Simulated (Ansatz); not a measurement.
Start from BeS in the zinc blende structure (space group F-43m, No. 216).

```xyz
2
Lattice="0.0000 2.4343 2.4343 2.4343 0.0000 2.4343 2.4343 2.4343 0.0000" Properties=species:S:1:pos:R:3 pbc="T T T"
S      3.6514     3.6514     3.6514
Be     0.0000     0.0000     0.0000
```

Cartesian axes are those of the cell as printed.

Level of theory: r2SCAN (Ansatz, an electronic-structure program), scalar-relativistic without spin-orbit coupling.

Base values:

The volume per atom is 14.42 Å³.

Perturbation: uniaxial stress, 3 GPa compression along x, with the cell and atoms free to relax against it.

### Question
What does the calculation give for the volume per atom after the change?

### Answer
The volume per atom shrinks by 0.146 Å³, from 14.42 Å³ to 14.28 Å³.

### Question
How does this affect the mean lateral Poisson ratio?

### Answer
The mean lateral Poisson ratio amounts to 0.30.

Load acts through the strain it causes; cell and atoms are relaxed under it. Stability under load was not tested beyond the relaxation.
